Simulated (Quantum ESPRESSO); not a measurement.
Short convergence ladders for Ti (P-3m1, 2 atoms in the cell)

```
CELL_PARAMETERS angstrom
      1.46762    -2.54200     0.00000
      1.46762     2.54200     0.00000
      0.00000     0.00000     4.65660
ATOMIC_POSITIONS crystal
  Ti 0.33333 0.66667 0.26074
  Ti 0.66667 0.33333 0.75000
```

Base method: LDA (PZ), GBRV 1.5 ultrasoft (LDA) pseudopotentials (plane waves; Quantum ESPRESSO).

Base settings: ecutwfc = 50 Ry; ecutrho = 400 Ry; occupations = smearing; smearing = fd; degauss = 0.0073499 Ry; potentials = {Ti: ti_lda_v1.4.uspp.F.UPF}; K_POINTS = automatic 7 7 3 0 0 0; conv_thr = 1e-10 Ry.

The count of work is k-points × plane waves × bands × iterations; it is no time. Core times come from one kind of shared machine, to one figure; runs under 30 s give none.

**The k-point mesh**

The second cell is the first with its lattice scaled by 0.98.

Only quantities that move along the ladder and can be compared are tabulated.

| K_POINTS | free energy less the last step's (meV/atom) | energy of the compressed cell less the first (meV/atom) | pressure (GPa) | largest difference of a force vector from the last step's (eV/Å) | count of work / last |
|---|---|---|---|---|---|
| automatic 2 2 1 0 0 0 | -384.38 | -72.76 | -14.20 | 0.133 | 0.0040 |
| automatic 3 3 2 0 0 0 | -29.67 | -40.66 | -9.39 | 0.088 | 0.0099 |
| automatic 4 4 3 0 0 0 | 9.09 | -27.58 | -7.57 | 0.008 | 0.017 |
| automatic 6 6 3 0 0 0 | 8.59 | -28.32 | -7.67 | 0.016 | 0.028 |
| automatic 7 7 3 0 0 0 | 6.05 | -28.16 | -7.65 | 0.035 | 0.030 |
| automatic 7 7 4 0 0 0 | -1.17 | -31.54 | -8.11 | 0.001 | 0.050 |
| automatic 23 23 13 0 0 0 | 0.00 | -31.56 | -8.10 | 0.000 | 1.0 |

Coarsest K_POINTS that holds the pressure within 0.1 GPa of the last step, with all finer ones: automatic 7 7 4 0 0 0, at 0.050 of the last step's count of work; the step before is off by 0.45 GPa.

Coarsest K_POINTS that holds the free energy within 5 meV/atom of the last step, with all finer ones: automatic 7 7 4 0 0 0, at 0.050 of the last step's count of work; the step before is off by 6.1 meV/atom.

Coarsest K_POINTS that holds the forces within 0.005 eV/Å of the last step, with all finer ones: automatic 7 7 4 0 0 0, at 0.050 of the last step's count of work; the step before is off by 0.035 eV/Å.

Two neighbours can agree and both be off: automatic 4 4 3 0 0 0 and automatic 6 6 3 0 0 0 differ by 0.50 meV/atom in the free energy, yet lie about 8.6 meV/atom from the last step.

**The k-point mesh at a smearing width of 0.3 eV**

In this ladder: degauss = 0.02205 Ry.

Only quantities that move along the ladder and can be compared are tabulated.

```tsv
K_POINTS	free energy less the last step's (meV/atom)	count of work / last	core time / last (rough)
automatic 5 5 3 0 0 0	-3.52	0.0077	–
automatic 7 7 4 0 0 0	0.02	0.021	–
automatic 10 10 5 0 0 0	0.11	0.041	–
automatic 14 14 8 0 0 0	0.00	0.12	0.2
automatic 21 21 12 0 0 0	0.00	0.34	0.5
automatic 30 30 17 0 0 0	0.00	1.0	1
```

Coarsest K_POINTS that holds the free energy within 2 meV/atom of the last step, with all finer ones: automatic 7 7 4 0 0 0, at 0.021 of the last step's count of work; the step before is off by 3.5 meV/atom.

**The width of cold smearing**

In this ladder: smearing = cold; K_POINTS = automatic 12 12 5 0 0 0.

Narrow widths need finer meshes than wide ones, so the last steps can hold mesh noise.

Only quantities that move along the ladder and can be compared are tabulated; pressure and forces are left out, as mesh noise rules them at narrow widths.

| degauss | free energy less the last step's (meV/atom) |
|---|---|
| 0.073499 Ry | 1.74 |
| 0.036749 Ry | 5.47 |
| 0.02205 Ry | -1.32 |
| 0.0073499 Ry | 0.00 |

Widest degauss that holds the free energy within 5 meV/atom of the last step, with all finer ones: 0.02205 Ry; the step before is off by 5.5 meV/atom.

On the base run: the starting cell has typed, rounded lattice constants, without a prior relaxation at this level. Its lattice was rescaled by up to half a per cent. One atom was moved a little off its site on purpose. Spin polarisation is off. In the base run, with a pressure of about -8 GPa the cell is away from its equilibrium volume at this level. Without a gap this mesh is coarse (it stands for a supercell whose shortest vector is 14 Å).

Left out of this page: 2 runs of the series outside the window shown, repeating another row's setting, or not comparable.
